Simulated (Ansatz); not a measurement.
# How far PBE and r2SCAN part for Nb, isotropic strain −4.91 %

The parent structure is Nb in the bcc (W type) structure (space group Im-3m, No. 229; a = 3.3115 Å; relaxed with 0.1 eV smearing).

(Cell as relaxed with PBE.)

Levels (all Ansatz, a program for electronic structure, PAW): PBE (420 eV, no spin-orbit coupling); r2SCAN (500 eV, scalar-relativistic without spin-orbit coupling).

Each level relaxes its own structure.

```csv
base,PBE,r2SCAN
volume per atom,18.16 Å³,18.04 Å³
lattice parameter a,3.311 Å,3.304 Å
band gap,zero,zero
```

The change: the cell is scaled by 0.9509 in all directions, atoms relaxed at fixed cell.

| quantity | PBE | r2SCAN |
|---|---|---|
| energy relative to the base (free energy F) | +0.237 eV/atom | [?] |
| pressure | 33.6 GPa | [?] |

Question: What does r2SCAN give?

Answer: 
- energy relative to the base (free energy F), r2SCAN: +0.241 eV/atom
- pressure, r2SCAN: 34.3 GPa

PBE's energy relative to the base lies 0.0037 eV/atom below r2SCAN's; PBE's pressure lies 0.7 GPa below r2SCAN's. Neither level is exact; r2SCAN is the comparison here, not a measurement.

Stability against distortions was not tested. All final runs are without spin polarisation.
